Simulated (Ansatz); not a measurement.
Base system: Se (space group P3_121, No. 152; a = 4.5057 Å, c = 4.9913 Å; made of chains).

The values are results of Kohn–Sham DFT with the r2SCAN functional, run in Ansatz (an electronic-structure program) with PAW and 500 eV plane waves, without spin-orbit coupling, not measurements.

Base values:

The band gap comes out as 1.33 eV.

Now apply this change: the cell is scaled by 0.9845 in all directions, atoms relaxed at fixed cell.

What does the calculation give for the largest internal atomic displacement and band gap after the change?

The largest internal atomic displacement amounts to 0.028 Å; the band gap grows by 0.07 eV, from 1.33 eV to 1.40 eV.

The cells carry an imposed strain or load. No phonon test of stability was made. No dispersion term is included, though the crystal is made of layers, chains or molecules, so its spacings can come out too wide.
